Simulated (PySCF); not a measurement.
PySCF 2.14.0, WB97X/def2-svp, df: Sn(H)(SMe)3 (C[S][SnH]([S]C)[S]C), 17 atoms. The geometry is a generated start, not checked to be a minimum at this level.

```yaml
task: energy and gradient
method: wb97x
basis: def2-svp
two_electron_scheme: density fitting
mol.max_memory: 7000 MB
mf.init_guess: minao (default)
mf.DIIS: CDIIS (default)
mf.diis_space: 8 (default)
mf.conv_tol: 1e-09 (default)
effective_core_potentials: those of the basis set, past Kr
basis functions (reference run): 172
grid points (reference run): 1361504
```

```xyz
17

Sn     0.1207     0.0213    -0.2955
S     -1.7460     1.4202     0.4194
C     -0.9737     3.0600     0.5469
S     -0.5874    -2.3131    -0.4410
C     -2.3774    -2.1690    -0.7207
S      2.0348     0.2334     1.2245
C      3.2193    -0.9552     0.5257
H      0.6453     0.5969    -1.9028
H     -0.5811     3.3630    -0.4168
H     -1.7700     3.7327     0.8450
H     -0.1942     3.0464     1.2988
H     -2.5674    -1.7105    -1.6833
H     -2.7515    -3.1871    -0.7107
H     -2.8335    -1.5958     0.0780
H      3.9060    -1.1957     1.3282
H      3.7515    -0.4959    -0.2973
H      2.7046    -1.8516     0.2017
```
Charge 0, spin multiplicity 1.

Yardstick: the run with mf.grids.level = 8, which is not proven converged either. Each setting ran once; only counts and results are compared.

Measured:

```tsv
setting	grid points	energy against the reference	difference in forces (largest component)
the reference	1361504	—	—
mf.grids.level = 6	791368	−0.0011 meV/atom	0.23 meV/Å
mf.grids.level = 5	540480	−0.0024 meV/atom	0.34 meV/Å
mf.grids.level = 4	361104	−0.024 meV/atom	0.90 meV/Å
mf.grids.level = 2	136632	−0.89 meV/atom	11 meV/Å
mf.grids.level = 1	67240	−3.7 meV/atom	40 meV/Å
mf.grids.level = 0	17160	+220 meV/atom	330 meV/Å
```

Task: How far does the result lie from the reference with mf.grids.level = 3 (default)?

Result: grid points: 219032; energy against the reference: −0.14 meV/atom; difference in forces (largest component): 3.9 meV/Å. Total energies are compared; such shifts often cancel in part in energy differences. The gradients leave out the derivatives of the grid weights.
